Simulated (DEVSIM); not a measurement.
System: Pt/TiO2/p-In0.53Ga0.47As capacitor, at 400 K.

Layer 1 from the left is TiO2, thickness (nm) 14.0. Layer 2 from the left is In0.53Ga0.47As, thickness (nm) 3400, Na (cm⁻³) 2.8e16.

Metal gate on the left, work function 5.6 eV. Fixed charge at the semiconductor interface -2.8e11 cm⁻² (in units of +e); no interface traps.

Constants are typed, rounded textbook-type inputs, not results; the design itself was drawn at random and stands for no fabricated device. Values at 300 K; Nc and Nv go as T^1.5, mobilities as T to minus their exponent, the gap by Varshni's rule with the affinity fixed.

TiO2: gap (eV) 3.2, affinity (eV) 3.9, permittivity 60. In0.53Ga0.47As: gap (eV) 0.74, affinity (eV) 4.51, permittivity 13.9, Nc (cm⁻³) 2.1e17, Nv (cm⁻³) 7.7e18, Varshni α (eV/K) 0.00035, Varshni β (K) 190.

### Question
Estimate by hand the flat-band voltage, the threshold voltage, and compare with a numerical solution.

### Answer

- Flat-band voltage: C = 3.79 μF/cm², work-function difference 0.589 V; VFB = φms − qNf/C = 0.60 V; numerical 0.60 V.
- Threshold voltage: φF = 0.208 V, depletion charge √(4εqNφF) = 6.78e-8 C/cm²; VT = VFB + 2φF + Qd/C = 1.04 V; numerical 1.04 V.

DEVSIM, 1D Poisson equation in equilibrium, Boltzmann statistics, complete ionisation; no quantum confinement or tunnelling. Metal contacts follow the ideal Schottky-Mott rule: no Fermi-level pinning, no interface dipoles.
